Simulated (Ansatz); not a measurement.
GaN, pressure series

The parent structure is GaN in the zinc blende structure (space group F-43m, No. 216; a = 4.549 Å).

Cell and atoms are relaxed at each pressure.

The values are results of PBE/PAW in Ansatz (an electronic-structure program), without spin-orbit coupling, not measurements.

```csv
P (GPa),V (Å³/atom)
-2.00,11.904
-1.00,11.833
1.80,11.644
4.20,11.494
9.00,11.222
18.00,10.789
30.00,10.321
45.00,9.851
60.00,9.466
```

### Question
Fit a third-order Birch–Murnaghan equation of state.

### Answer
Least squares on P(V) = (3B₀/2)[(V₀/V)^(7/3) − (V₀/V)^(5/3)]·[1 + (3/4)(B₀′ − 4)((V₀/V)^(2/3) − 1)] gives V₀ = 11.76 Å³/atom, B₀ = 173 GPa and B₀′ = 4.3.

Between the base and pressure 18 GPa the gap moves from 1.54 eV to 2.09 eV, a mean slope of 31 meV/GPa.

Load acts through the strain it causes; cell and atoms are relaxed under it. No phonon test of stability was made. Tetrahedral semiconductors of this kind turn to denser phases somewhere between about 1 and 50 GPa; those were not computed, so compressed cells here can lie past the real transition. This is not the structure that GaN has at room temperature and ambient pressure.
